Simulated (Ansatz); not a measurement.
# ZrN: P on a N site, symmetric start

The reference is a 24-atom supercell of ZrN in the rock salt structure (space group Fm-3m, No. 225; a = 4.595 Å) at its relaxed geometry.

The change: a neutral P on a N site, symmetric start, atoms relaxed at fixed cell.

Method: PBE (Ansatz, an electronic-structure program, PAW, no spin-orbit coupling), earlier PAW set. k-mesh 6×5×6 (Γ-centred); smearing 0.05 eV (Fermi–Dirac).

The pressure goes from zero to 10.6 GPa and the energy gained by relaxation amounts to 1.01 eV. The largest displacement of a host atom from its site in the perfect cell amounts to 0.13 Å and the mean distance from the defect site to its nearest host atoms rises by 12.7 pm to 242 pm.

Final structure:

```yaml
crystal:
  lattice:
    - [0.00000, 4.59522, 4.59522]
    - [4.59522, -4.59522, 4.59522]
    - [4.59522, 4.59522, 0.00000]
  atoms:
    - { symbol: P, position: [0.00000, 0.00000, 0.00000] }
    - { symbol: N, position: [0.00000, 0.00000, 0.50000] }
    - { symbol: N, position: [0.16765, 0.33550, 0.16765] }
    - { symbol: N, position: [0.16765, 0.33550, 0.66470] }
    - { symbol: N, position: [0.33333, 0.65343, 0.33333] }
    - { symbol: N, position: [0.33530, 0.66450, 0.83235] }
    - { symbol: N, position: [0.50000, 0.00000, 0.00000] }
    - { symbol: N, position: [0.50000, 0.00000, 0.50000] }
    - { symbol: N, position: [0.66470, 0.33550, 0.16765] }
    - { symbol: N, position: [0.66667, 0.34657, 0.66667] }
    - { symbol: N, position: [0.83235, 0.66450, 0.33530] }
    - { symbol: N, position: [0.83235, 0.66450, 0.83235] }
    - { symbol: Zr, position: [0.33333, 0.16542, 0.33333] }
    - { symbol: Zr, position: [0.35135, 0.17628, 0.82433] }
    - { symbol: Zr, position: [0.50000, 0.50000, 0.50000] }
    - { symbol: Zr, position: [0.50000, 0.50000, 0.00000] }
    - { symbol: Zr, position: [0.66667, 0.83458, 0.66667] }
    - { symbol: Zr, position: [0.64865, 0.82372, 0.17567] }
    - { symbol: Zr, position: [0.82433, 0.17628, 0.35135] }
    - { symbol: Zr, position: [0.82433, 0.17628, 0.82433] }
    - { symbol: Zr, position: [0.00000, 0.50000, 0.50000] }
    - { symbol: Zr, position: [0.00000, 0.50000, 0.00000] }
    - { symbol: Zr, position: [0.17567, 0.82372, 0.64865] }
    - { symbol: Zr, position: [0.17567, 0.82372, 0.17567] }
```

The cell is small, so the values are those of an ordered compound at a high defect concentration; dilute-limit values will differ. The defect started on the symmetric site and kept its symmetry, so it may sit on a saddle. The final runs are not spin-polarised. An odd electron count without spin: ZrN. The defect cell is not spin-polarised.
